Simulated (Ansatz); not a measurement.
## AlN: biaxial strain −1.25 %, plane normal [111], relaxed out of plane

Take AlN in the zinc blende structure (space group F-43m, No. 216; a = 4.342 Å) as the base. Axes: x, y, z lie along the cube axes.

The change: compressive biaxial strain of 1.25 % in the plane normal to [111], as in epitaxy on a mismatched substrate; the out-of-plane cell vector and the atoms relax.

Level of theory: LDA (Ansatz, a program for electronic structure; PAW; 420 eV plane waves; no SOC). Γ-centred 13×13×13 mesh, Fermi–Dirac width 0.05 eV.

- Volume per atom: 10.03 Å³ (base 10.23 Å³)
- Shortest interatomic distance: 1.865 Å (base 1.880 Å)
- Energy relative to the base (free energy F): +5.3 meV/atom
- Band gap: 3.20 eV (base 3.25 eV)
- Gap character: indirect, Γ → F
- Valence-band top at Γ (three highest levels, from the VBM): 0.00, 0.00, -0.16 eV
- Valley order (the lowest conduction-band minima on the path, energy above the VBM, named in the base's zone): X along [100] 3.20 eV; Γ 4.51 eV (base X along ⟨100⟩ 3.25 eV; Γ 4.39 eV)
- Out-of-plane strain: +0.47 %
- Ratio −ε⊥/ε∥: 0.37
- Mean in-plane stress (compression positive): +6.7 GPa

Final structure (turned so that z lies along the plane normal):

```
AlN
1.0
    3.03207     0.00000     0.00000
    1.51603     2.62585     0.00000
    1.51603    -0.87528     2.51875
Al N
1 1
Direct
  0.99830   0.00085   0.00254
  0.50170   0.24915   0.74746
```

Whether these cells are dynamically stable was not tested. This is not the structure that AlN has at room temperature and ambient pressure. k-point labels follow each cell's own Brillouin zone.
